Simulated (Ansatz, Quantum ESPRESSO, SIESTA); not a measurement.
# Code comparison for SiSnPt5 (P4/mmm, 7 atoms in the cell)

Relaxation of cell and atoms.

```xyz
7
Lattice="4.0467 0.0000 0.0000 0.0000 4.0467 0.0000 0.0000 0.0000 7.1558" Properties=species:S:1:pos:R:3 pbc="T T T"
Si     0.0000     0.0000     3.5779
Sn     2.0234     2.0234     0.0000
Pt     0.0000     2.0234     2.1149
Pt     0.0000     2.0234     5.0409
Pt     2.0234     0.0000     2.1149
Pt     2.0234     0.0000     5.0409
Pt     0.0000     0.0000     0.0000
```

Shared settings, as Ansatz (a quantum-chemistry and plane-wave program) writes them: kpoints.mp_grid.grid = 5 5 3; scf.occupations.method = fermi_dirac; scf.occupations.width = 0.05 eV. Potentials and cutoffs stand in the table.

```tsv
code	model	final volume (Å³/atom)	cutoff
SIESTA	LDA PW92, numerical atomic orbitals DZP, PseudoDojo LDA standard norm-conserving potentials (rewritten from UPF to PSML)	15.39	grid 300 Ry
Ansatz	LDA (PW92), PAW files made with PBE	15.42	420 eV
Quantum ESPRESSO	LDA (PZ), GBRV 1.5 ultrasoft (LDA) pseudopotentials	15.36	40 Ry
```

On Ansatz's run: spin-orbit coupling is off. Spin polarisation is off.

The spread over the programs that give each value: final volume within 0.06 Å³/atom.

SIESTA uses small atom-centred bases, whose incompleteness enters pressures, forces and empty levels differently from a plane-wave cutoff. The same LDA comes in different parametrisations, which differ slightly. The programs treat the finite-basis stress differently while the cell relaxes: Ansatz adds an estimate of it.

The starting cell comes from a database of computed structures (which also holds hypothetical and non-ambient phases and stackings), without a prior relaxation at this level. Its lattice was rescaled by a random factor within 2.5 % of one.

Keys are those of Ansatz 0.2.
